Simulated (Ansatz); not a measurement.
CsGeI₃ (within 0.1 Å of R3m, No. 160, 5 atoms in the cell; start mp-28377), treated with r²SCAN0 (plane waves, PAW; Ansatz, a first-principles code).

Run with plane-wave cutoff 520 eV, 4×4×4 k mesh, Fermi–Dirac smearing 0.01 eV, scalar-relativistic PAW data made under PBE.

Cell (relaxed with PBEsol):

Space group R3m, hexagonal axes (No. 160); a = b = 8.2596 Å, c = 10.3414 Å, α = β = 90.00°, γ = 120.00°

| atom | site | symmetry | x | y | z |
|---|---|---|---|---|---|
| Cs | 3a | 3m | 0.0000 | 0.0000 | 0.9091 |
| Ge | 3a | 3m | 0.0000 | 0.0000 | 0.3819 |
| I | 9b | .m | 0.1674 | 0.3348 | 0.2441 |
(The calculation used a cell of 5 atoms; values per cell refer to that cell.)

Estimate the band gap and Γ–Γ gap that the calculation returns.


* **band gap**: 1.58 eV
* **Γ–Γ gap**: 6.63 eV

Note: cell and atoms aren't relaxed at this level (largest force component 0.30 eV/Å, pressure 1.0 GPa).

Spin–orbit coupling is not included; with these elements it can move the gap by several tenths of an eV or more.

Static lattice: no zero-point or thermal effects.

Computing time: around 10 core-minutes (rough).

A start named mp-… is a Materials Project structure, which need not be a measured phase.
